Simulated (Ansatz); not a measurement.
System: antifluorite K2Se. Method: PBE0 (plane waves, PAW; Ansatz, an electronic-structure program).

Numerical settings: plane-wave cutoff 460 eV, 6×6×6 k mesh, Fermi–Dirac smearing 0.01 eV, scalar-relativistic PAW data made under PBE.

Cell (measured lattice):

K$_{2}$Se is modelled in the cubic space group Fm-3m (No. 225), the anti-fluorite structure, Pearson symbol cF12. Lattice parameters: a = b = c = 7.6760 Å, α = β = γ = 90.00°. K on 8c has 4 Se at 3.324 Å (tetrahedral). Se on 4a is coordinated by 8 K at 3.324 Å (cubic). (Neighbours: up to the widest gap in distance over summed covalent radii, below 1.35, at either atom; cation-cation and far metal-metal contacts left out.)
(The calculation used a cell of 3 atoms; values per cell refer to that cell.)

Task: Estimate the band gap and smallest direct gap on the k points sampled that the calculation returns.

Result: 
- band gap = 3.69 eV (on the SCF k mesh) (indirect)
- smallest direct gap on the k points sampled = 3.80 eV

Note: cell and atoms aren't relaxed at this level.

Spin–orbit coupling is not included.

Static lattice: no zero-point or thermal effects.
